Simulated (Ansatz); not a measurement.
A computed series for PbSe: response to strain

Start from PbSe in the rock salt structure (space group Fm-3m, No. 225; a = 6.178 Å). Axes: x, y, z lie along the cube axes.

Strains are applied to the cell and any free atomic positions relax; under biaxial strain the out-of-plane vector relaxes too; under stress the whole cell relaxes.

All numbers come from DFT with r2SCAN, PAW potentials and a 500 eV plane-wave cutoff in Ansatz (a quantum-chemistry and plane-wave program), spin-orbit coupling left out, earlier PAW set.

Notes on the quantities. energy relative to the base: free energy F; pressure: mean of the normal stresses, compression positive.

```csv
case,energy relative to the base,pressure,gap character,shortest interatomic distance,space group
base,0 meV/atom,0.0 GPa,direct at L,3.089 Å,Fm-3m (No. 225)
"biaxial strain −3.89 %, plane normal [111], relaxed out of plane",+22 meV/atom,2.1 GPa,–,3.052 Å,R-3m (No. 166)
"biaxial strain −0.55 %, plane normal [111], relaxed out of plane",+0.4 meV/atom,0.27 GPa,"indirect, T → L",?,R-3m (No. 166)
"biaxial strain +0.67 %, plane normal [111], relaxed out of plane",+0.6 meV/atom,-0.33 GPa,"indirect, L → T",3.095 Å,R-3m (No. 166)
isotropic strain −4.54 %,+102 meV/atom,9.67 GPa,direct at L,2.949 Å,Fm-3m (No. 225)
isotropic strain −1.99 %,+18 meV/atom,3.52 GPa,direct at L,3.027 Å,Fm-3m (No. 225)
isotropic strain +0.29 %,+0.4 meV/atom,-0.45 GPa,direct at L,3.098 Å,Fm-3m (No. 225)
isotropic strain +0.69 %,?,-1.02 GPa,direct at L,3.110 Å,Fm-3m (No. 225)
"uniaxial stress, 1 GPa compression along x",+0.7 meV/atom,–,direct at N,3.065 Å,I4/mmm (No. 139)
tensor shear ε_yz = +0.95 %,+0.6 meV/atom,-0.01 GPa,"indirect, S → R",3.089 Å,Immm (No. 71)
```

Question: Some entries are withheld; estimate them.

Answer: 
- biaxial strain −0.55 %, plane normal [111], relaxed out of plane, shortest interatomic distance: 3.083 Å
- isotropic strain +0.69 %, energy relative to the base: +2.0 meV/atom

A case with no gap was solved on a k-mesh chosen for an insulator, which is coarse for it. With Pb present, leaving out spin-orbit coupling can change the band edges. Stability under load was not tested beyond the relaxation. All final runs are without spin polarisation. k-point labels follow each cell's own Brillouin zone.
